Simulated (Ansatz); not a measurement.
## How the bulk modulus of ZnSe (model structure, started from the BeO type, P4₂/mnm, No. 136, 8 atoms in the cell) moves with the method

No measured value is used here.

```tsv
level (code)	value (GPa)	cell (Å³/atom)
LDA (Ansatz)	64.3	22.71
PBEsol (Ansatz)	58.5	23.54
r²SCAN (Ansatz)	59.0	23.90
```

LDA, PBEsol, r²SCAN: the bulk modulus is −V dP/dV from two relaxed cells at ±2 % in volume. Each level is taken at its own relaxed cell. Cutoffs differ between the levels. Ansatz's density-functional and Hartree–Fock values are scalar-relativistic unless marked +SOC, with PAW data made under PBE.

A model structure was made by putting elements into a prototype or built by hand; it is no filed structure, need not be a known phase, and can be a saddle point held by its symmetry.

Ansatz is an electronic-structure program.
